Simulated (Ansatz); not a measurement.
For MoP (P-6m2, No. 187, 2 atoms in the cell; start COD 1539074), LDA in Ansatz (plane waves, PAW) gives:

| Quantity | Value |
|---|---|
| lattice parameter a | 3.191 Å |
| lattice parameter c | 3.157 Å |
| bulk modulus B0 | 242 GPa |
| cohesive energy | 7.04 eV/atom |

### Question
What does PBEsol in Ansatz (PAW) give for the same quantities?

### Answer

- lattice constant a: 3.206 Å (grows by 0.5 %)
- lattice parameter c: 3.174 Å (increases by 0.5 %)
- bulk modulus: 234 GPa (falls by 3.3 %)
- cohesive energy: 6.28 eV/atom (drops by 0.76 eV/atom)

Changes are worked out from the printed values.

Unless a cell is named, each level is at its own relaxed cell (LDA 13.92, PBEsol 14.13 Å³/atom).

Caveats: the bulk modulus is −V dP/dV from two relaxed cells at ±2 % in volume (LDA, PBEsol); the relaxation could not lower the start's symmetry, so the cell can be a saddle point above a distorted one (LDA, PBEsol). Ansatz's density-functional and Hartree–Fock values are scalar-relativistic unless marked +SOC, with PAW data made under PBE.

Ansatz is a quantum-chemistry and plane-wave program.
